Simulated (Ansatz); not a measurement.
Data:

```
TiSi2
1.0
    4.66643     0.00000     0.00000
   -2.30557     4.05708     0.00000
    1.18043     2.02854     4.26705
Si Ti
4 2
Cartesian
  3.49979   3.39432   4.26705
  1.22192   4.71984   4.26705
 -1.11130   4.71984   2.13352
  1.16658   3.39432   2.13352
  0.00000   0.00000   0.00000
  3.51364   2.02854   2.13352
```

No spin polarisation.

Level of theory: PBEsol/PAW in Ansatz (a quantum-chemistry and plane-wave program), no SOC. Γ-centred 13×13×13 mesh, Fermi–Dirac width 0.05 eV.

Problem. Estimate the space group.

Solution. Fddd (No. 70).

Problem. Estimate the band gap.

Solution. Zero.

Problem. Estimate the pressure (mean of the normal stresses, compression positive).

Solution. 3.5 GPa.

The cells carry an imposed strain or load. No phonon test of stability was made. The final runs are not spin-polarised. The cell was made from TiSi₂ (space group Fddd, No. 70) by this change: biaxial strain −1.39 %, plane normal [001], relaxed out of plane.
